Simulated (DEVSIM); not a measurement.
System: abrupt Si p-n junction, at 300 K.

Layer 1 from the left is Si, thickness (μm) 0.130, Na (cm⁻³) 2e17, τn (s) 1.2e-6, τp (s) 1.2e-6. Layer 2 from the left is Si, thickness (μm) 1.00, Nd (cm⁻³) 1.1e13, τn (s) 1.2e-6, τp (s) 1.2e-6.

Left contact: ohmic. Right contact: ohmic. Voltage is applied to the left contact. Recombination: SRH at mid-gap, Auger. Mobility is constant in doping.

Constants are typed, rounded textbook-type inputs, not results; the design itself was drawn at random and stands for no fabricated device. Values at 300 K.

Si: gap (eV) 1.124, affinity (eV) 4.05, permittivity 11.7, Nc (cm⁻³) 2.86e19, Nv (cm⁻³) 3.1e19, μn (cm²/Vs) 1417, μp (cm²/Vs) 470, Cn (cm⁶/s) 2.8e-31, Cp (cm⁶/s) 9.9e-32.

Simulated with DEVSIM: 1D drift-diffusion, Boltzmann statistics, complete ionisation; no tunnelling, impact ionisation, image-force lowering or self-heating.

Q: What does the simulation give for the potential step across the device at zero bias, the dark forward voltage at 1 A/cm², the dark forward voltage at 100 A/cm², the largest field in the device at zero bias?

A: potential step across the device at zero bias 0.612 V; dark forward voltage at 1 A/cm² 0.362 V; dark forward voltage at 100 A/cm² 0.633 V; largest field in the device at zero bias 25000 V/cm.
